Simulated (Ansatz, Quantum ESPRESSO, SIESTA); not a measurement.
**HfAu2 (I4/mmm, 3 atoms in the cell) computed with different codes at matched settings**

Self-consistent single point.

```
HfAu2
1.0
   -1.73013     1.73013     4.25131
    1.73013    -1.73013     4.25131
    1.73013     1.73013    -4.25131
Hf Au
1 2
Cartesian
  0.00000   0.00000   0.00000
  0.00000   0.00000   5.67423
  0.00000   0.00000   2.82840
```

Shared settings, as Ansatz (a program for electronic structure) writes them: kpoints.mp_grid.grid = 11 11 11; scf.occupations.method = fermi_dirac; scf.occupations.width = 0.1 eV. Potentials and cutoffs stand in the table.

| code | model | pressure (GPa) | largest force (eV/Å) | cutoff |
|---|---|---|---|---|
| Quantum ESPRESSO | PBEsol, GBRV 1.5 ultrasoft (PBESOL) pseudopotentials | 10.70 | 0.104 | 40 Ry |
| SIESTA | GGA PBEsol, numerical atomic orbitals TZP, PseudoDojo PBEsol standard norm-conserving potentials (rewritten from UPF to PSML) | 7.02 | 0.072 | grid 400 Ry |
| Ansatz | PBEsol, PAW files made with PBE | 11.61 | 0.113 | 420 eV |

On Ansatz's run: spin-orbit coupling is off.

The spread over the programs that give each value: pressure within 4.59 GPa; largest force within 0.041 eV/Å.

SIESTA uses small atom-centred bases, whose incompleteness enters pressures, forces and empty levels differently from a plane-wave cutoff. Ansatz's pressure is given at a fixed set of plane waves, as the other plane-wave codes print theirs; with its correction for the finite basis it is 11.66 GPa. In the pressure, SIESTA (by 4.13) lies more than 1 GPa from the median of the plane-wave programs.

The starting cell comes from a database of computed structures (which also holds hypothetical and non-ambient phases and stackings), without a prior relaxation at this level. Its lattice was rescaled by a random factor within 2.5 % of one.

Keys are those of Ansatz 0.2.
